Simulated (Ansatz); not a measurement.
Take GaAs in the zinc blende structure (space group F-43m, No. 216; a = 5.667 Å) as the base. Axes: x, y, z lie along the cube axes.

Calculations: r2SCAN, PAW, 500 eV (Ansatz, an electronic-structure program; no spin-orbit coupling).

For the base:

The pressure is 0.00 GPa. The valence-band top at Γ is 0.00, 0.00, 0.00 eV and the electron mass is 0.051 mₑ (at Γ).

Now apply this change: uniaxial strain ε_xx = −1.08 %, all other strain components held at zero, atoms relaxed at fixed cell.

How does this affect the pressure?

The pressure (mean of the normal stresses, compression positive) goes from zero to 0.81 GPa.

What happens to the valence-band top at Γ?

The valence-band top at Γ (three highest levels, from the VBM) changes from 0.00, 0.00, 0.00 eV to 0.00, -0.06, -0.06 eV.

What does the calculation give for the energy relative to the base after the change?

The energy goes up by 1.0 meV/atom.

What happens to the electron mass?

The electron mass goes from 0.051 mₑ (at Γ) to 0.055 mₑ (at Γ).

The levels and masses belong to the bands next to the band gap. Effective masses come from finite differences of ±0.01 Å⁻¹. Stability against distortions was not tested.
